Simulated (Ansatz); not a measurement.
The structure below was relaxed with PBEsol/PAW in Ansatz (a quantum-chemistry and plane-wave program), without spin-orbit coupling, earlier PAW set.

```xyz
2
Lattice="0.0000 2.9514 2.9514 2.9514 0.0000 2.9514 2.9514 2.9514 0.0000" Properties=species:S:1:pos:R:3 pbc="T T T"
S      0.0000     0.0000     0.0000
Pb     2.9514     2.9514     2.9514
```

Problem. Find the space group and the Wyckoff positions.

Solution. Space group Fm-3m (No. 225); a = 5.9028 Å, b = 5.9028 Å, c = 5.9028 Å, α = 90.00°, β = 90.00°, γ = 90.00°

```json
[
 {"atom": "S", "site": "4a", "symmetry": "m-3m", "x": "0.0000", "y": "0.0000", "z": "0.0000"},
 {"atom": "Pb", "site": "4b", "symmetry": "m-3m", "x": "0.5000", "y": "0.5000", "z": "0.5000"}
]
```

Problem. Describe the coordination.

Solution. The crystal has 8 atoms in its conventional cell. Conventional cell: a = b = c = 5.903 Å, α = β = γ = 90.00°. S is surrounded by 6 Pb at 2.951 Å (octahedral). Pb sees 6 S at 2.951 Å (octahedral). (Neighbours: up to the widest gap in distance over summed covalent radii, below 1.35, at either atom; cation-cation and far metal-metal contacts left out.)

Spin-orbit coupling, missing from the scalar runs, can matter with Pb. Stability against distortions was not tested. The cell was made from PbSe by this change: Se → S.
